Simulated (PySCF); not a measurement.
Results of PBE in PySCF (GTH pseudopotentials, Gaussian basis) for antifluorite K₂S.

The same calculation (at the measured cell, 33.646 Å³/atom) with different numerical settings; throughout: k mesh 2×2×2:

```json
[
 {"run": "1", "basis": "DZ", "gap on the mesh (eV)": "2.241", "total energy (eV/atom)": "-606.2718"},
 {"run": "2", "basis": "TZ", "gap on the mesh (eV)": "2.328", "total energy (eV/atom)": "-606.3680"},
 {"run": "3", "basis": "QZ", "gap on the mesh (eV)": "2.359", "total energy (eV/atom)": "-606.3967"}
]
```

In the column total energy (eV/atom) the first row differs from the last by +0.1249 and the next to last by +0.0287.

The last row is no converged limit: other settings stay fixed.
